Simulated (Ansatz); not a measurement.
Start from InP in the zinc blende structure (space group F-43m, No. 216; a = 5.827 Å). Axes: x, y, z lie along the cube axes.

Calculations: LDA (Ansatz, an electronic-structure program, PAW, no SOC).

For the base:

| Quantity | Value |
|---|---|
| Valence-band top at Γ | 0.00, 0.00, 0.00 eV |
| Electron mass | 0.046 mₑ (at Γ) |
| Valley order | Γ 0.58 eV; L along ⟨111⟩ 1.35 eV; X along ⟨100⟩ 1.57 eV |

The change: tensile biaxial strain of 1.00 % in the plane normal to [001], as in epitaxy on a mismatched substrate; the out-of-plane cell vector and the atoms relax.

Problem. What does the calculation give for the valence-band top at Γ after the change?

Solution. The valence-band top at Γ (three highest levels, from the VBM) goes from 0.00, 0.00, 0.00 eV to 0.00, -0.10, -0.10 eV.

Problem. What happens to the electron mass?

Solution. The electron mass goes from 0.046 mₑ (at Γ) to 0.038 mₑ out of plane, 0.044 mₑ in plane (at Γ).

Problem. Estimate the effect on the in-plane stress.

Solution. The mean in-plane stress (compression positive) is -0.9 GPa.

Problem. Estimate the effect on the valley order.

Solution. The valley order (the lowest conduction-band minima on the path, energy above the VBM, named in the base's zone) changes from Γ 0.58 eV; L along ⟨111⟩ 1.35 eV; X along ⟨100⟩ 1.57 eV to Γ 0.46 eV; L along [1-1-1] 1.26 eV; X along [001] 1.44 eV; X along [100] 1.56 eV.

The levels and masses belong to the bands next to the band gap. Masses are band curvatures over ±0.01 Å⁻¹ around the edge. Whether these cells are dynamically stable was not tested.
